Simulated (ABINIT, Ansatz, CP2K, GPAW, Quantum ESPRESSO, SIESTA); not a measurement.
AlNi (Pm-3m, 2 atoms in the cell) computed with different codes at matched settings

Self-consistent single point, at a second geometry (lattice scaled by 0.98). First geometry:

```yaml
crystal:
  lattice:
    - [2.86686, 0.00000, 0.00000]
    - [0.00000, 2.86686, 0.00000]
    - [0.00000, 0.00000, 2.86686]
  atoms:
    - { symbol: Al, position: [0.50000, 0.50000, 0.50000] }
    - { symbol: Ni, position: [0.00000, 0.00000, 0.00000] }
```

Shared settings, as Ansatz (an electronic-structure program) writes them: kpoints.mp_grid.grid = 11 11 11; scf.occupations.method = gaussian; scf.occupations.width = 0.01 Ry. Potentials and cutoffs stand in the table.

| code | model | ΔF from the first geometry (meV/atom) | pressure (GPa) | cutoff |
|---|---|---|---|---|
| Quantum ESPRESSO | PBE, PseudoDojo stringent norm-conserving (PBE) pseudopotentials | 45.6 | 16.98 | 105 Ry |
| GPAW | PBE, GPAW PAW datasets PBE (gpaw-data 1.0.1) | 51.4 | 18.62 | 800 eV |
| CP2K | PBE, GPW, DZVP-MOLOPT-SR-GTH basis, GTH-PBE potentials (GTH_POTENTIALS) | 46.2 | 17.09 | grid 600 Ry |
| ABINIT | PBE, norm-conserving pseudopotentials (PseudoDojo nc-sr-05 PBE standard) | 45.6 | 17.00 | 49 Ha |
| SIESTA | GGA PBE, numerical atomic orbitals DZP, PseudoDojo PBE standard norm-conserving potentials (rewritten from UPF to PSML) | 36.2 | 15.28 | grid 300 Ry |
| Ansatz | PBE, default PAW files | 46.2 | 17.10 | 30.9 Ry |

On Ansatz's run: spin polarisation is off.

The spread over the programs that give each value: ΔF from the first geometry within 15.2 meV/atom; pressure within 3.34 GPa.

CP2K and SIESTA use small atom-centred bases, whose incompleteness enters pressures, forces and empty levels differently from a plane-wave cutoff. Ansatz's pressure is given at a fixed set of plane waves, as the other plane-wave codes print theirs; with its correction for the finite basis it is 17.17 GPa. In the pressure, GPAW (by 1.57) and SIESTA (by 1.77) lie more than 1 GPa from the median of the plane-wave programs.

The starting cell comes from a database of computed structures (which also holds hypothetical and non-ambient phases and stackings), without a prior relaxation at this level. Its lattice was rescaled by a random factor within 2.5 % of one. For this run, on top of that: lattice scaled by 0.98.

Left out of this page: Elk and FLEUR (not drawn, or without a comparable value).

Keys are those of Ansatz 0.2.
